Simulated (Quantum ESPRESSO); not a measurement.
Quantum ESPRESSO 7.5, DFT, PBE, plane waves, SSSP 1.1.2 efficiency PBE: bcc Fe, 1 atom, spin-polarised from a ferromagnetic start (nspin = 2, starting_magnetization 0.3 on Fe). Basis and mesh were picked for this test and aren't claimed converged.

| Item | Value |
|---|---|
| cell | 2.48, 2.48, 2.48 Å; 109.5, 109.5, 109.5° |
| task | scf |
| k mesh | 20×20×20 |
| ecutwfc | 45 Ry |
| ecutrho | 360 Ry |
| occupations | smearing |
| smearing | mv |
| degauss | 0.02 Ry |
| conv_thr | 1e-09 Ry |
| tprnfor | true |
| tstress | false |
| k-point pools (-nk) | 16 |
| diagonalization | david (default) |
| k-points computed (for each spin) | 256 |
| bands | 12 |
| electrons | 16 |
| G-vectors of the density | 9189 |
| FFT grid | 30×30×30 |
| symmetry operations | 48 |

Settings of this run: mixing_mode = plain, mixing_beta = 0.1, mixing_ndim = 8; 16 ranks.

| SCF iteration | band solver's avg # of iterations (first pass) | estimated scf accuracy (Ry) |
|---|---|---|
| 1 | 3.2 | 0.09575006 |
| 2 | 1.0 | 0.07657518 |
| 3 | 1.1 | 0.02213107 |
| 4 | 1.9 | 0.01023053 |
| 5 | 2.1 | 0.00120214 |
| 6 | 3.1 | 0.00127181 |
| 7 | 1.2 | 0.00023671 |
| 8 | 1.4 | 0.00005068 |
| 9 | 2.6 | 0.00002192 |
| 10 | 1.0 | 0.00001265 |
| 11 | 2.0 | 0.00000118 |
| 12 | 2.1 | 0.00000006 |
| 13 | 3.4 | 0.00000001 |
| 14 | 2.3 | 0.00000004 |
| 15 | 2.0 | 0.00000007 |
| 16 | 4.1 | 0.00000019 |
| 17 | 2.0 | 0.00000009 |
| 18 | 2.0 | 0.00000004 |
| 19 | 2.0 | 7.3E-09 |
| 20 | 2.0 | 3.8E-09 |
| 21 | 2.0 | 2.1E-09 |
| 22 | 2.0 | 1.5E-09 |
| 23 | 2.1 | 6.2E-10 |

It converged after 23 SCF iterations.

Q: Which change of one setting makes this cycle converge in far fewer steps?

A: This is not unique; one that fits is mixing_beta = 1 (9 SCF iterations) or mixing_beta = 0.7 (default) (10 SCF iterations), all else kept; the first takes 2.5 s against 4.0 s on an otherwise empty node (AMD EPYC (Zen 5)). The other changes of this size gave: mixing_beta = 0.4 (15); mixing_mode = TF (23); mixing_beta = 0.2 (24); mixing_mode = local-TF (44). The first change moves the result by: energy 0.0027 meV/atom, absolute magnetization equal as printed.
